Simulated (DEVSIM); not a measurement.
Device: Al/Al2O3/p-Ge capacitor, at 300 K.

| layer (left to right) | material | thickness (nm) | Na (cm⁻³) |
|---|---|---|---|
| 1 | Al2O3 | 2.50 | - |
| 2 | Ge | 8300 | 5.1e15 |

Metal gate on the left, work function 4.1 eV. Fixed charge at the semiconductor interface 0 cm⁻² (in units of +e); no interface traps.

Constants are typed, rounded textbook-type inputs, not results; the design itself was drawn at random and stands for no fabricated device. Values at 300 K.

```
parameter      Al2O3       Ge
-------------  -----  -------
gap (eV)         6.8    0.664
affinity (eV)   1.35        4
permittivity       9       16
Nc (cm⁻³)          -  1.04e19
Nv (cm⁻³)          -     6e18
```

DEVSIM, 1D Poisson equation in equilibrium, Boltzmann statistics, complete ionisation; no quantum confinement or tunnelling. Metal contacts follow the ideal Schottky-Mott rule: no Fermi-level pinning, no interface dipoles.

The gate work function was swept, all else fixed.

| gate work function (eV) | threshold voltage (band bending 2φF) (V) | flat-band voltage (V) |
|---|---|---|
| 3.8 | -0.39 | -0.68 |
| 3.95 | -0.24 | -0.53 |
| 4.1 | -0.09 | -0.38 |
| 4.25 | 0.06 | -0.23 |
| 4.4 | 0.21 | -0.08 |

From the first row to the last the threshold voltage (band bending 2φF) goes from -0.39 to 0.21. From the first row to the last the flat-band voltage goes from -0.68 to -0.08.
